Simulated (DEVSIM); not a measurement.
System: abrupt InP p-n junction, at 300 K.

```csv
layer (left to right),material,thickness (μm),Nd (cm⁻³),Na (cm⁻³),τn (s),τp (s)
1,InP,1.80,-,4.9e15,3e-9,3e-9
2,InP,37.0,1.2e14,-,3e-9,3e-9
```

Left contact: ohmic. Right contact: ohmic. Voltage is applied to the left contact. Recombination: SRH at mid-gap. Mobility is μmin + (μ − μmin)/(1 + (N/Nref)^α).

The device is made up for the run: typed textbook-type constants, with dimensions and the other settings drawn at random. Values at 300 K.

```csv
parameter,InP
gap (eV),1.344
affinity (eV),4.38
permittivity,12.5
Nc (cm⁻³),5.7e17
Nv (cm⁻³),1.1e19
μn (cm²/Vs),5200
μp (cm²/Vs),170
"μn,min",400
"μp,min",10
"Nref,n",3e17
"Nref,p",4.9e17
αn,0.47
αp,0.62
```

Model (solved in DEVSIM): 1D drift-diffusion, Boltzmann statistics, complete ionisation; no tunnelling, impact ionisation, image-force lowering or self-heating.

Question: Tabulate band edges, carrier densities and field at zero bias.

Answer: Energies count from the Fermi level of the right contact; mesh points crowd at the junctions.

```json
[
 {"x (μm)": "0.000", "Ec (eV)": "1.145", "Ev (eV)": "-0.199", "n (cm⁻³)": "< 1e2", "p (cm⁻³)": "4.9e15", "field (V/cm)": "≈ 0"},
 {"x (μm)": "0.03445", "Ec (eV)": "1.145", "Ev (eV)": "-0.199", "n (cm⁻³)": "< 1e2", "p (cm⁻³)": "4.9e15", "field (V/cm)": "≈ 0"},
 {"x (μm)": "0.1227", "Ec (eV)": "1.145", "Ev (eV)": "-0.199", "n (cm⁻³)": "< 1e2", "p (cm⁻³)": "4.9e15", "field (V/cm)": "≈ 0"},
 {"x (μm)": "0.3284", "Ec (eV)": "1.145", "Ev (eV)": "-0.199", "n (cm⁻³)": "< 1e2", "p (cm⁻³)": "4.9e15", "field (V/cm)": "≈ 0"},
 {"x (μm)": "1.036", "Ec (eV)": "1.145", "Ev (eV)": "-0.199", "n (cm⁻³)": "< 1e2", "p (cm⁻³)": "4.9e15", "field (V/cm)": "≈ 0"},
 {"x (μm)": "1.508", "Ec (eV)": "1.144", "Ev (eV)": "-0.200", "n (cm⁻³)": "< 1e2", "p (cm⁻³)": "4.8e15", "field (V/cm)": "-83"},
 {"x (μm)": "1.693", "Ec (eV)": "1.135", "Ev (eV)": "-0.209", "n (cm⁻³)": "< 1e2", "p (cm⁻³)": "3.3e15", "field (V/cm)": "-1600"},
 {"x (μm)": "1.784", "Ec (eV)": "1.106", "Ev (eV)": "-0.238", "n (cm⁻³)": "< 1e2", "p (cm⁻³)": "1.1e15", "field (V/cm)": "-5100"},
 {"x (μm)": "1.811", "Ec (eV)": "1.091", "Ev (eV)": "-0.253", "n (cm⁻³)": "< 1e2", "p (cm⁻³)": "6.3e14", "field (V/cm)": "-5800"},
 {"x (μm)": "1.861", "Ec (eV)": "1.063", "Ev (eV)": "-0.281", "n (cm⁻³)": "< 1e2", "p (cm⁻³)": "2.1e14", "field (V/cm)": "-5500"},
 {"x (μm)": "1.984", "Ec (eV)": "0.998", "Ev (eV)": "-0.346", "n (cm⁻³)": "< 1e2", "p (cm⁻³)": "1.7e13", "field (V/cm)": "-5100"},
 {"x (μm)": "2.485", "Ec (eV)": "0.764", "Ev (eV)": "-0.580", "n (cm⁻³)": "84000", "p (cm⁻³)": "2.0e9", "field (V/cm)": "-4200"},
 {"x (μm)": "3.513", "Ec (eV)": "0.419", "Ev (eV)": "-0.925", "n (cm⁻³)": "5.3e10", "p (cm⁻³)": "3100", "field (V/cm)": "-2500"},
 {"x (μm)": "6.213", "Ec (eV)": "0.219", "Ev (eV)": "-1.125", "n (cm⁻³)": "1.2e14", "p (cm⁻³)": "< 1e2", "field (V/cm)": "-16"},
 {"x (μm)": "16.25", "Ec (eV)": "0.219", "Ev (eV)": "-1.125", "n (cm⁻³)": "1.2e14", "p (cm⁻³)": "< 1e2", "field (V/cm)": "≈ 0"},
 {"x (μm)": "29.18", "Ec (eV)": "0.219", "Ev (eV)": "-1.125", "n (cm⁻³)": "1.2e14", "p (cm⁻³)": "< 1e2", "field (V/cm)": "≈ 0"},
 {"x (μm)": "34.89", "Ec (eV)": "0.219", "Ev (eV)": "-1.125", "n (cm⁻³)": "1.2e14", "p (cm⁻³)": "< 1e2", "field (V/cm)": "≈ 0"},
 {"x (μm)": "37.22", "Ec (eV)": "0.219", "Ev (eV)": "-1.125", "n (cm⁻³)": "1.2e14", "p (cm⁻³)": "< 1e2", "field (V/cm)": "≈ 0"},
 {"x (μm)": "38.35", "Ec (eV)": "0.219", "Ev (eV)": "-1.125", "n (cm⁻³)": "1.2e14", "p (cm⁻³)": "< 1e2", "field (V/cm)": "≈ 0"},
 {"x (μm)": "38.63", "Ec (eV)": "0.219", "Ev (eV)": "-1.125", "n (cm⁻³)": "1.2e14", "p (cm⁻³)": "< 1e2", "field (V/cm)": "≈ 0"},
 {"x (μm)": "38.74", "Ec (eV)": "0.219", "Ev (eV)": "-1.125", "n (cm⁻³)": "1.2e14", "p (cm⁻³)": "< 1e2", "field (V/cm)": "≈ 0"},
 {"x (μm)": "38.80", "Ec (eV)": "0.219", "Ev (eV)": "-1.125", "n (cm⁻³)": "1.2e14", "p (cm⁻³)": "< 1e2", "field (V/cm)": "≈ 0"}
]
```
